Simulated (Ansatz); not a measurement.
## KTaO3: band gap against strain

KTaO3 (cubic perovskite, Pm-3m, 13.035 Å³/atom at rest, cube axes along x, y and z) under an equal strain ε along all three axes. PBE in Ansatz, a plane-wave DFT program (PAW, default set), 420 eV, 8×8×8 Γ-centred mesh, Fermi-Dirac smearing 0.05 eV; ions are relaxed within the symmetry of each cell. Gaps are the smallest over the k-mesh and a band path, without spin-orbit coupling; in all rows the valence edge lies at about 1.4 Å⁻¹ from Γ and the conduction edge at Γ.

Here s stands for strain and Eg for gap.

| strain (%) | gap (eV) |
|---|---|
| -1.20 | 2.24 |
| -0.60 | 2.20 |
| 0.00 | 2.16 |
| 0.60 | 2.12 |
| 1.20 | 2.08 |
| 3.00 | ? |

The 5 complete rows are fitted with a straight line, Eg against s. Means: s 0, Eg 2.160. About the means, the sum of products is -0.24000 and the sum of squares of s is 3.6000; the slope is their ratio. Least squares gives Eg = 2.160 - 0.0667·s. Residuals (row less fit): 0.000, 0.000, 0.000, 0.000, 0.000; standard error 0.000 (degrees of freedom: 3). Over these rows the gap moves by -6.7 ± 0.2 eV per unit strain, or -2.2 eV per unit of ln V.

**Question.** Predict the withheld Eg at s = 3.00 from the fit, and compare with the calculation.

**Answer.** Eg = 2.160 - 0.0667 × 3.0 = 1.960 eV. The calculation gives 1.95 eV, 0.010 eV below the prediction (3.4 % of the range of Eg in the table). The row lies outside the fitted rows, so this is an extrapolation. The fitted rows scatter only by rounding.

The primitive cell can neither tilt nor turn polar against its symmetry, as such crystals can under strain. Spin-orbit coupling is left out, which can shift this property for KTaO3. Rows are the converged runs of the series near zero and its far end; series whose fitted rows scatter by over a few per cent of the range, as at a crossing or softening among them, aren't shown in this form. Most that stay on the fit to the last digits aren't either.
